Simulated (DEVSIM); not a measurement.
System: abrupt Si p-n junction, at 400 K.

| layer (left to right) | material | thickness (μm) | Nd (cm⁻³) | Na (cm⁻³) | τn (s) | τp (s) |
|---|---|---|---|---|---|---|
| 1 | Si | 1.80 | - | 1.4e17 | 4.2e-5 | 4.2e-5 |
| 2 | Si | 28.0 | 8.4e17 | - | 4.2e-5 | 4.2e-6 |

Left contact: ohmic. Right contact: ohmic. Voltage is applied to the left contact. Recombination: SRH at mid-gap. Mobility is constant in doping.

This is a model device: material constants are rounded textbook-type values typed into the input, and sizes, dopings and lifetimes were drawn at random. Values at 300 K; Nc and Nv go as T^1.5, mobilities as T to minus their exponent, the gap by Varshni's rule with the affinity fixed.

```
parameter               Si
----------------  --------
gap (eV)             1.124
affinity (eV)         4.05
permittivity          11.7
Nc (cm⁻³)          2.86e19
Nv (cm⁻³)           3.1e19
μn (cm²/Vs)           1417
μp (cm²/Vs)            470
T exponent of μn       2.3
T exponent of μp       2.2
Varshni α (eV/K)  0.000473
Varshni β (K)          636
```

DEVSIM, 1D drift-diffusion, Boltzmann statistics, complete ionisation; no tunnelling, impact ionisation, image-force lowering or self-heating.

**Question.** Tabulate band edges, carrier densities and field at zero bias.

**Answer.** Energies count from the Fermi level of the right contact; mesh points crowd at the junctions.

| x (μm) | Ec (eV) | Ev (eV) | n (cm⁻³) | p (cm⁻³) | field (V/cm) |
|---|---|---|---|---|---|
| 0.000 | 0.895 | -0.201 | 2.3e8 | 1.4e17 | ≈ 0 |
| 0.03445 | 0.895 | -0.201 | 2.3e8 | 1.4e17 | ≈ 0 |
| 0.1115 | 0.895 | -0.201 | 2.3e8 | 1.4e17 | ≈ 0 |
| 0.3015 | 0.895 | -0.201 | 2.3e8 | 1.4e17 | ≈ 0 |
| 0.9706 | 0.895 | -0.201 | 2.3e8 | 1.4e17 | ≈ 0 |
| 1.454 | 0.895 | -0.201 | 2.3e8 | 1.4e17 | ≈ 0 |
| 1.670 | 0.895 | -0.201 | 2.3e8 | 1.4e17 | -220 |
| 1.776 | 0.593 | -0.503 | 1.5e12 | 2.2e13 | -110000 |
| 1.804 | 0.211 | -0.885 | 9.7e16 | 3.3e8 | -110000 |
| 1.843 | 0.137 | -0.960 | 8.4e17 | 3.8e7 | -130 |
| 1.939 | 0.136 | -0.960 | 8.4e17 | 3.8e7 | ≈ 0 |
| 2.308 | 0.136 | -0.960 | 8.4e17 | 3.8e7 | ≈ 0 |
| 3.028 | 0.136 | -0.960 | 8.4e17 | 3.8e7 | ≈ 0 |
| 4.845 | 0.136 | -0.960 | 8.4e17 | 3.8e7 | ≈ 0 |
| 11.78 | 0.136 | -0.960 | 8.4e17 | 3.8e7 | ≈ 0 |
| 21.57 | 0.136 | -0.960 | 8.4e17 | 3.8e7 | ≈ 0 |
| 26.32 | 0.136 | -0.960 | 8.4e17 | 3.8e7 | ≈ 0 |
| 28.39 | 0.136 | -0.960 | 8.4e17 | 3.8e7 | ≈ 0 |
| 29.39 | 0.136 | -0.960 | 8.4e17 | 3.8e7 | ≈ 0 |
| 29.64 | 0.136 | -0.960 | 8.4e17 | 3.8e7 | ≈ 0 |
| 29.75 | 0.136 | -0.960 | 8.4e17 | 3.8e7 | ≈ 0 |
| 29.80 | 0.136 | -0.960 | 8.4e17 | 3.8e7 | ≈ 0 |
